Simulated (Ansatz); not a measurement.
## Response to strain in Zn

Consider Zn in the hcp (Mg type) structure (space group P6_3/mmc, No. 194; a = 2.613 Å, c = 4.781 Å; relaxed with 0.1 eV smearing).

Strains are applied to the cell and any free atomic positions relax.

All numbers come from PBEsol (Ansatz, an electronic-structure program; PAW; 420 eV plane waves; no spin-orbit coupling).

Candidates:
(a) isotropic strain +2.00 %
(b) isotropic strain +1.00 %
(c) isotropic strain −1.50 %

Notes on the quantities. energy relative to the base: free energy F.

### Question
Order them by energy relative to the base, highest first.

### Answer
(a) isotropic strain +2.00 % (+14 meV/atom), (c) isotropic strain −1.50 % (+8.8 meV/atom), (b) isotropic strain +1.00 % (+3.5 meV/atom)

Stability against distortions was not tested.
